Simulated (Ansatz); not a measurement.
Electronic density of states of amorphous Si24O47F2, density 2.31 g/cm³, on a 2×2×2 Γ-centred mesh with a Gaussian width of 0.1 eV; energies count from the Fermi level, whose place inside the gap is arbitrary. Cell and mesh are small, so fine structure isn't converged. These are PBE, scalar-relativistic without spin-orbit coupling (plane waves to 420 eV, PAW; Ansatz, a program for electronic structure) values and carry that method's errors. Sampling: a 2×2×2 Γ-centred mesh; Fermi-Dirac width 0.02 eV; no spin polarisation. At PBE the levels at the filled edge of the gap are localised (band-tail or defect states).

Preparation: random packing, a CHGNet melt and quench, and a DFT relaxation. O and F atoms were pushed apart under 1.9 Å during the dynamics, to hinder bonds among them. The hot cell started wider than the set density and was brought back towards it in steps. It is the lowest in DFT energy of 2 quenches. It is a model cell: composition and starting density were chosen by hand, and all elements were melted together. No dispersion term was used. Its density started from a set value of 2.21 and ended at 2.31 g/cm³. The quench (nominally 480 K/ps over its main leg) was far faster than any real one, so the model tends to hold more defects than a real film. Values belong to this one cell and scatter from quench to quench. Volume and shape were free in the relaxation.

(E - EF (eV), states/(eV atom)): (-12.00, 0.00); (-11.90, 0.00); (-11.80, 0.01); (-11.70, 0.06); (-11.60, 0.12); (-11.50, 0.09); (-11.40, 0.12); (-11.30, 0.18); (-11.20, 0.21); (-11.10, 0.20); (-11.00, 0.14); (-10.90, 0.18); (-10.80, 0.22); (-10.70, 0.19); (-10.60, 0.18); (-10.50, 0.20); (-10.40, 0.24); (-10.30, 0.26); (-10.20, 0.21); (-10.10, 0.18); (-10.00, 0.21); (-9.90, 0.17); (-9.80, 0.16); (-9.70, 0.21); (-9.60, 0.20); (-9.50, 0.18); (-9.40, 0.17); (-9.30, 0.19); (-9.20, 0.20); (-9.10, 0.20); (-9.00, 0.15); (-8.90, 0.17); (-8.80, 0.21); (-8.70, 0.23); (-8.60, 0.21); (-8.50, 0.17); (-8.40, 0.21); (-8.30, 0.28); (-8.20, 0.41); (-8.10, 0.52); (-8.00, 0.64); (-7.90, 0.71); (-7.80, 0.67); (-7.70, 0.67); (-7.60, 0.70); (-7.50, 0.63); (-7.40, 0.49); (-7.30, 0.40); (-7.20, 0.25); (-7.10, 0.27); (-7.00, 0.41); (-6.90, 0.31); (-6.80, 0.13); (-6.70, 0.11); (-6.60, 0.15); (-6.50, 0.16); (-6.40, 0.25); (-6.30, 0.27); (-6.20, 0.27); (-6.10, 0.26); (-6.00, 0.29); (-5.90, 0.39); (-5.80, 0.48); (-5.70, 0.56); (-5.60, 0.63); (-5.50, 0.63); (-5.40, 0.63); (-5.30, 0.62); (-5.20, 0.65); (-5.10, 0.72); (-5.00, 0.78); (-4.90, 0.77); (-4.80, 0.73); (-4.70, 0.74); (-4.60, 0.86); (-4.50, 0.92); (-4.40, 0.90); (-4.30, 0.87); (-4.20, 0.85); (-4.10, 0.81); (-4.00, 0.77); (-3.90, 0.85); (-3.80, 1.04); (-3.70, 1.05); (-3.60, 0.89); (-3.50, 0.79); (-3.40, 0.77); (-3.30, 0.78); (-3.20, 0.81); (-3.10, 0.87); (-3.00, 0.84); (-2.90, 0.66); (-2.80, 0.45); (-2.70, 0.42); (-2.60, 0.24); (-2.50, 0.04); (-2.40, 0.00); (-2.30, 0.00); (-2.20, 0.00); (-2.10, 0.00); (-2.00, 0.00); (-1.90, 0.00); (-1.80, 0.00); (-1.70, 0.00); (-1.60, 0.00); (-1.50, 0.00); (-1.40, 0.00); (-1.30, 0.00); (-1.20, 0.00); (-1.10, 0.00); (-1.00, 0.00); (-0.90, 0.00); (-0.80, 0.00); (-0.70, 0.00); (-0.60, 0.00); (-0.50, 0.00); (-0.40, 0.00); (-0.30, 0.00); (-0.20, 0.00); (-0.10, 0.00); (0.00, 0.00); (0.10, 0.00); (0.20, 0.00); (0.30, 0.00); (0.40, 0.00); (0.50, 0.00); (0.60, 0.00); (0.70, 0.00); (0.80, 0.00); (0.90, 0.00); (1.00, 0.00); (1.10, 0.00); (1.20, 0.00); (1.30, 0.00); (1.40, 0.00); (1.50, 0.00); (1.60, 0.00); (1.70, 0.00); (1.80, 0.00); (1.90, 0.00); (2.00, 0.00); (2.10, 0.00); (2.20, 0.00); (2.30, 0.00); (2.40, 0.00); (2.50, 0.01); (2.60, 0.02); (2.70, 0.01); (2.80, 0.00); (2.90, 0.01); (3.00, 0.04); (3.10, 0.04); (3.20, 0.04); (3.30, 0.09); (3.40, 0.08); (3.50, 0.04); (3.60, 0.04); (3.70, 0.06); (3.80, 0.07); (3.90, 0.11); (4.00, 0.10); (4.10, 0.08); (4.20, 0.10); (4.30, 0.10); (4.40, 0.15); (4.50, 0.18); (4.60, 0.15); (4.70, 0.16); (4.80, 0.14); (4.90, 0.14); (5.00, 0.21); (5.10, 0.21); (5.20, 0.21); (5.30, 0.22); (5.40, 0.22); (5.50, 0.27); (5.60, 0.32); (5.70, 0.34); (5.80, 0.34); (5.90, 0.38); (6.00, 0.46); (6.10, 0.48); (6.20, 0.45); (6.30, 0.47); (6.40, 0.50); (6.50, 0.50)

The level gap on this mesh is 5.21 eV; the broadening fills part of it in the curve.
